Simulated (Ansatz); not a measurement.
Consider this model of amorphous Ga$_{24}$O$_{41}$P$_{2}$.

```xyz
67
Lattice="9.2452 0.0877 -0.0576 0.0877 9.8097 -0.0897 -0.0576 -0.0897 9.3413" Properties=species:S:1:pos:R:3 pbc="T T T"
Ga     2.1955     3.9818     7.8753
Ga     0.9012     3.9619     1.4943
Ga     1.0043     1.2242     2.7709
Ga     8.1637     9.0393     1.9998
Ga     5.3671     8.0558     2.1793
Ga     1.3928     0.5900     7.0397
Ga     2.6701     6.0894     3.1943
Ga     6.0142     4.1378     5.0573
Ga     0.9272     4.0307     4.6190
Ga     5.3387     7.5950     8.1712
Ga     4.0116     5.2902     0.8884
Ga     7.0530     0.2141     7.2404
Ga     5.9760     0.9326     3.8944
Ga     7.7942     6.0663     3.2699
Ga     1.1319     7.0020     7.7823
Ga     5.7005     0.7127     0.3754
Ga     8.5524     2.1709     9.0045
Ga     6.6076     6.9757     5.7729
Ga     0.5298     8.2180     4.7821
Ga     3.7581     8.4535     5.1121
Ga     5.5014     4.2816     7.9711
Ga     4.0236     1.6998     6.7000
Ga     8.3102     2.1494     5.3314
Ga     8.3575     4.7833     7.5815
O      7.0707     0.5655     5.3830
O      5.2407     0.8019     7.7760
O      6.9163     2.7897     4.1882
O      7.4150     0.6643     9.0881
O      0.8882     8.5726     6.5696
O      9.1862     4.8871     2.9658
O      2.2605     7.6468     4.2179
O      2.1809     9.6811     1.7783
O      4.3424     1.8870     3.6582
O      6.9330     8.1594     7.2579
O      8.8152     1.4033     7.0548
O      1.3373     0.5476     8.9388
O      8.7967     6.3879     8.2477
O      8.3318     7.1186     4.7760
O      2.2414     7.9695     9.0576
O      5.0790     8.9279     3.8417
O      2.1260     5.3961     1.4621
O      8.9123     3.9818     5.9301
O      9.2835     9.5767     3.4118
O      4.3413     1.6962     1.1051
O      3.0434     0.2123     5.9800
O      9.1604     2.3538     1.5211
O      6.5951     0.3587     2.2115
O      7.2061     7.4230     2.1153
O      4.1805     6.6579     2.2295
O      2.3015     2.3358     7.0124
O      4.5921     3.9620     2.2150
O      5.2796     5.9261     8.9973
O      4.7050     7.3730     6.3157
O      5.2014     8.7239     0.3838
O      0.7013     2.1206     4.4039
O      7.2122     3.5378     8.5041
O      2.3770     2.6574     2.3000
O      6.1708     5.7686     4.1639
O      4.9290     3.3127     6.3395
O      6.6212     5.2466     6.6286
O      3.8140     3.8739     8.8413
O      0.5980     3.6401     8.9144
O      2.5522     4.7283     4.3851
O      2.1323     5.6258     7.1239
O      0.1172     8.6552     0.7052
P      3.9501     2.5662     2.3118
P      1.5512     9.2025     0.4495
```

These are PBE, scalar-relativistic without spin-orbit coupling (plane waves to 420 eV, PAW; Ansatz, an electronic-structure program) values and carry that method's errors.

A CHGNet melt-quench gave the starting glass, which DFT then relaxed. O atoms were pushed apart under 1.9 Å during the dynamics, to hinder bonds among them. The hot cell started wider than the set density and was brought back towards it in steps. It is the lowest in DFT energy of 2 quenches. It is a model cell: composition and starting density were chosen by hand, and all elements were melted together. No dispersion term was used. Its density started from a set value of 4.69 and ended at 4.69 g/cm³. Cooling (nominally 220 K/ps over its main leg) ran many orders faster than in experiment, which tends to leave more defects and strain. One small periodic cell is one sample of the glass; other quenches scatter about these values. The volume was held where the preparation left it and the shape relaxed, at a PBE pressure of -0.1 GPa (tension).

Bonds are counted up to Ga-Ga 2.68 Å, Ga-O 2.30 Å, Ga-P 2.52 Å, O-O 1.58 Å, O-P 2.08 Å, P-P 2.50 Å. Two cations that share two anions don't count as bonded, nor two that share one unless they lie closer than Ga-Ga 2.61 Å, Ga-P 2.45 Å, P-P 2.29 Å.

Give the coordination numbers, mean bond lengths and angles.


| Quantity | Result |
|---|---|
| Mean coordination of Ga by anions | 4.50 (12 with 4, 12 with 5) |
| Mean coordination of O | 2.83 (10 with 2, 28 with 3, 3 with 4) |
| Mean coordination of P by anions | 4.00 (2 with 4) |
| Mean Ga-O bond | 1.932 Å (spread 0.077 Å, 108 counted) |
| Mean O-P bond | 1.553 Å (spread 0.012 Å, 8 counted) |
| Bond angle at Ga | mean 107.8°, spread 23.2° |
| Bond angle at O | mean 115.4°, spread 15.5° |
| Bond angle at P | mean 109.5°, spread 2.9° |

List the pairs of like atoms that count as bonded by the rules above.

There are none by these rules.
